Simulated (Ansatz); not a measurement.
The parent structure is CdTe in the zinc blende structure (space group F-43m, No. 216).

```yaml
crystal:
  lattice:
    - [0.00000, 3.30930, 3.30930]
    - [3.30930, 0.00000, 3.30930]
    - [3.30930, 3.30930, 0.00000]
  atoms:
    - { symbol: Te, position: [0.75000, 0.75000, 0.75000] }
    - { symbol: Cd, position: [0.00000, 0.00000, 0.00000] }
```

Calculations: Ansatz (a quantum-chemistry and plane-wave program) PBE, scalar-relativistic without spin-orbit coupling, earlier PAW set.

For the base:

| Property | Value |
|---|---|
| Valley order | Γ 0.58 eV; L along ⟨111⟩ 1.76 eV |
| Pressure | 0.00 GPa |

Perturbation: an isotropic linear strain of +4.25 %, atoms relaxed at fixed cell.

Problem. What happens to the valley order, energy relative to the base and pressure?

Solution. The valley order (the lowest conduction-band minima on the path, energy above the VBM, named in the base's zone) becomes Γ 0.24 eV; L along ⟨111⟩ 1.61 eV (base: Γ 0.58 eV; L along ⟨111⟩ 1.76 eV); the energy rises by 55 meV/atom; the pressure goes from zero to -3.24 GPa.

With Te present, leaving out spin-orbit coupling can change the band edges. The levels and masses belong to the bands next to the band gap. Stability against distortions was not tested.
